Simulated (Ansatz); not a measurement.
# Lattice constant a of SnTe (model structure, started from the PtS type, P4₂/mmc, No. 131, 4 atoms in the cell) at several levels of theory

No measured value is used here.

Problem. Put these levels in order of the lattice constant a that they give for SnTe (model structure, started from the PtS type, P4₂/mmc, No. 131, 4 atoms in the cell), smallest first: PBE (Ansatz, a quantum-chemistry and plane-wave program), PBE-D3(BJ) (Ansatz), PBEsol (Ansatz).

Solution. PBEsol (4.023 Å), PBE-D3(BJ) (4.042 Å), PBE (4.191 Å)

Ansatz's density-functional and Hartree–Fock values are scalar-relativistic unless marked +SOC, with PAW data made under PBE.

A model structure was made by putting elements into a prototype or built by hand; it is no filed structure, need not be a known phase, and can be a saddle point held by its symmetry.
